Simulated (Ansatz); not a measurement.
Data:

```
CELL_PARAMETERS angstrom
      3.04129     0.00000     0.00000
     -1.52065     2.63384     0.00000
      0.00000     0.00000     4.83406
ATOMIC_POSITIONS crystal
  Al 0.33333 0.66667 0.99548
  Al 0.66667 0.33333 0.49548
  N  0.33333 0.66667 0.37952
  N  0.66667 0.33333 0.87952
```

All values below come from PBE with spin-orbit coupling, rigid bands (plane waves, PAW; Ansatz, a first-principles code). Condition of this run: hydrostatic pressure of 18 GPa (compression positive) (the target of the relaxation). How the cell was made: cell and atoms relaxed with PBEsol, then loaded as said.

Problem. Predict the hole conductivity mass (n e² τ/σ) at 300 K, by direction if it differs.

Solution. 3.7 (x), 3.7 (y), 0.39 (z) mₑ.

Problem. What conductivity effective mass do dilute electrons have at 300 K?

Solution. 0.34 (x), 0.34 (y), 0.34 (z) mₑ.

Problem. And the band gap?

Solution. 4.82 eV at this level; semilocal functionals usually fall short of the measured gap.

Rigid bands, one relaxation time for all states, no polarons. Geometry: cell and atoms relaxed with PBEsol.
